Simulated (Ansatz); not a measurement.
Results of PBEsol+SOC (PAW; Ansatz, a quantum-chemistry and plane-wave program) for BaAlHO2 (model structure, started from the SrVO2H type, P4/mmm, No. 123, 5 atoms in the cell).

Settings: plane-wave cutoff 520 eV, 10×10×8 k mesh (along the axes of the cell as run), Fermi–Dirac smearing 0.01 eV, PAW data made under PBE.

Cell (relaxed with PBEsol):

```cif
data_HAlBaO2
_chemical_formula_sum 'Ba1 Al1 O2 H1'
_space_group_name_H-M_alt 'P 1'
_space_group_IT_number 1
_cell_length_a 3.81661
_cell_length_b 3.81661
_cell_length_c 3.95732
_cell_angle_alpha 90.000
_cell_angle_beta 90.000
_cell_angle_gamma 90.000
loop_
_space_group_symop_operation_xyz
  'x, y, z'
loop_
_atom_site_label
_atom_site_type_symbol
_atom_site_fract_x
_atom_site_fract_y
_atom_site_fract_z
_atom_site_occupancy
Ba1 Ba 0.50000 0.50000 0.50000 1
Al1 Al 0.00000 0.00000 0.00000 1
O1 O 0.50000 0.00000 0.00000 1
O2 O 0.00000 0.50000 0.00000 1
H1 H 0.00000 0.00000 0.50000 1
```

Q: Estimate the band gap, smallest direct gap on the k points sampled and Γ–Γ gap that the calculation returns.

A: 
- band gap: 2.64 eV (indirect)
- smallest direct gap on the k points sampled: 3.15 eV
- Γ–Γ gap: 4.81 eV

Note: the relaxation could raise the start's symmetry but not lower it, so the cell can be a saddle point.

Static lattice: no zero-point or thermal effects.

Computing time: very roughly 50 core-seconds.

A model structure was made by putting elements into a prototype or built by hand; it is no filed structure, need not be a known phase, and can be a saddle point held by its symmetry.
